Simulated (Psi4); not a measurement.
Psi4 1.11, WB97X/def2-svp: Ag(Me)(py) ([CH3][Ag]<-[n]1ccccc1), 16 atoms. The geometry is a generated start, not checked to be a minimum at this level.

```json
{
 "task": "energy",
 "method": "wb97x",
 "basis": "def2-svp",
 "memory": "3 GB",
 "maxiter": "100",
 "keys_of_the_molecule_block": "symmetry c1",
 "scf_type": "df (default)",
 "e_convergence": "1e-06 (default)",
 "d_convergence": "1e-06 (default)",
 "dft_radial_points": "75 (default)",
 "dft_spherical_points": "302 (default)",
 "effective_core_potentials": "those of the basis set, past Kr",
 "basis_functions": "169",
 "grid_points": "340967"
}
```

```xyz
16

Ag    -0.4146     1.5689    -1.2297
C     -0.8393     3.2208    -2.5439
H     -1.6866     3.8311    -2.2108
H     -1.0875     2.9119    -3.5653
H     -0.0021     3.9192    -2.6479
C      0.6150    -2.3212     1.8228
C      0.6286    -2.4717     0.4447
C      0.3327    -1.3743    -0.3449
N      0.0367    -0.1810     0.1563
C      0.0239    -0.0391     1.4757
C      0.3055    -1.0761     2.3481
H      0.8385    -3.1556     2.4715
H      0.8610    -3.4210    -0.0118
H      0.3319    -1.4492    -1.4241
H     -0.2247     0.9469     1.8457
H      0.2810    -0.9097     3.4137
```

Charge 0 and multiplicity 1 are set for this test and not shown to be the ground state.

With the defaults (diis = true, scf_initial_accelerator = adiis, damping_percentage = 0, diis_max_vecs = 10, level_shift = 0, level_shift_cutoff = 0.01, guess = auto, which took SAD, diis_start = 1) it converges in 10 SCF iterations. One run each on 2 threads, with these changes:
- guess = sapgau
- damping_percentage = 60
- diis_start = 4
- guess = modhuckel
- diis_max_vecs = 6
- level_shift = 0.1, level_shift_cutoff = 0.001
- diis_max_vecs = 20
- scf_initial_accelerator = none
- diis = false, scf_initial_accelerator = none, damping_percentage = 60

Question: Which runs fail or end elsewhere than the default run?

Answer: No convergence: diis = false, scf_initial_accelerator = none, damping_percentage = 60 (the run ends without SCF convergence in 100 iterations). The rest reach the solution of the defaults.

```tsv
setting	SCF iterations	end
level_shift = 0.1, level_shift_cutoff = 0.001	9	same solution
the defaults	10	same solution
diis_max_vecs = 6	10	same solution
scf_initial_accelerator = none	10	same solution
diis_max_vecs = 20	10	same solution
diis_start = 4	11	same solution
guess = modhuckel	12	same solution
guess = sapgau	18	same solution
damping_percentage = 60	97	same solution
diis = false, scf_initial_accelerator = none, damping_percentage = 60	100	no convergence
```
